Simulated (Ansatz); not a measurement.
Base system: TiAl (space group P4/mmm, No. 123; a = 2.824 Å, c = 4.075 Å; relaxed with 0.1 eV smearing). Axes: x, y, z lie along a, b, c of the conventional cell.

Computed with Kohn–Sham DFT with the PBE functional, run in Ansatz (a first-principles code) with PAW and 420 eV plane waves, no SOC.

Before the change:

| Property | Value |
|---|---|
| Volume per atom | 16.25 Å³ |

The change: compressive biaxial strain of 2.50 % in the plane normal to [001], as in epitaxy on a mismatched substrate; the out-of-plane cell vector and the atoms relax.

Problem. Predict the new volume per atom and in-plane stress.

Solution. The volume per atom shrinks by 0.42 Å³ (16.25 Å³ → 15.83 Å³); the mean in-plane stress (compression positive) is +4.7 GPa.

Stability against distortions was not tested. The final runs are not spin-polarised.
